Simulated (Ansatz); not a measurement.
LaHfNO₂ (model structure, started from the LaTiNO2 type, I2₁2₁2₁, No. 24, 10 atoms in the cell) was calculated with PBEsol+SOC (Ansatz, a quantum-chemistry and plane-wave program, PAW).

Numerical settings: plane-wave cutoff 520 eV, 8×8×8 k mesh, Fermi–Dirac smearing 0.01 eV, PAW data made under PBE.

Cell (relaxed with PBEsol):

```cif
data_Hf2La2N2O4
_chemical_formula_sum 'La2 Hf2 N2 O4'
_space_group_name_H-M_alt 'P 1'
_space_group_IT_number 1
_cell_length_a 5.76160
_cell_length_b 5.76160
_cell_length_c 5.76160
_cell_angle_alpha 119.233
_cell_angle_beta 119.210
_cell_angle_gamma 91.353
loop_
_space_group_symop_operation_xyz
  'x, y, z'
loop_
_atom_site_label
_atom_site_type_symbol
_atom_site_fract_x
_atom_site_fract_y
_atom_site_fract_z
_atom_site_occupancy
La1 La 0.97922 0.75000 0.72922 1
La2 La 0.52078 0.25000 0.77078 1
Hf1 Hf 0.25000 0.51502 0.26502 1
Hf2 Hf 0.75000 0.98498 0.23498 1
N1 N 0.93695 0.68695 0.25000 1
N2 N 0.56305 0.81305 0.75000 1
O1 O 0.39330 0.75000 0.14330 1
O2 O 0.10670 0.25000 0.35670 1
O3 O 0.94251 0.19251 0.75000 1
O4 O 0.55749 0.30749 0.25000 1
```

Q: Estimate the band gap and direct gap at Γ that the calculation returns.

A: 
band gap: 2.38 eV (on the SCF k mesh)
direct gap at Γ: 2.80 eV

Note: the relaxation could raise the start's symmetry but not lower it, so the cell can be a saddle point.

Computing time: roughly 12 core-minutes.

A model structure was made by putting elements into a prototype or built by hand; it is no filed structure, need not be a known phase, and can be a saddle point held by its symmetry.
